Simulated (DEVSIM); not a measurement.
Device: abrupt Ge p-n junction, at 300 K.

| layer (left to right) | material | thickness (μm) | Nd (cm⁻³) | Na (cm⁻³) | τn (s) | τp (s) |
|---|---|---|---|---|---|---|
| 1 | Ge | 0.530 | - | 7.3e16 | 2.1e-6 | 2.1e-6 |
| 2 | Ge | 6.50 | 1.6e15 | - | 2.1e-6 | 2.1e-6 |

Left contact: ohmic. Right contact: ohmic. Voltage is applied to the left contact. Recombination: SRH at mid-gap, radiative. Mobility is constant in doping.

Constants are typed, rounded textbook-type inputs, not results; the design itself was drawn at random and stands for no fabricated device. Values at 300 K.

```
parameter           Ge
-------------  -------
gap (eV)         0.664
affinity (eV)        4
permittivity        16
Nc (cm⁻³)      1.04e19
Nv (cm⁻³)         6e18
μn (cm²/Vs)       3900
μp (cm²/Vs)       1900
B (cm³/s)      6.4e-14
```

Simulated with DEVSIM: 1D drift-diffusion, Boltzmann statistics, complete ionisation; no tunnelling, impact ionisation, image-force lowering or self-heating.

The thickness of layer 1 was swept, all else fixed.

```csv
thickness of layer 1 (μm),dark forward voltage at 1 A/cm² (V),dark forward voltage at 100 A/cm² (V)
0.11,0.113,0.266
0.19,0.123,0.271
0.32,0.131,0.276
0.53,0.136,0.280
0.9,0.140,0.283
1.6,0.143,0.287
2.7,0.145,0.289
```

From the first row to the last the dark forward voltage at 1 A/cm² goes from 0.113 to 0.145. From the first row to the last the dark forward voltage at 100 A/cm² goes from 0.266 to 0.289.
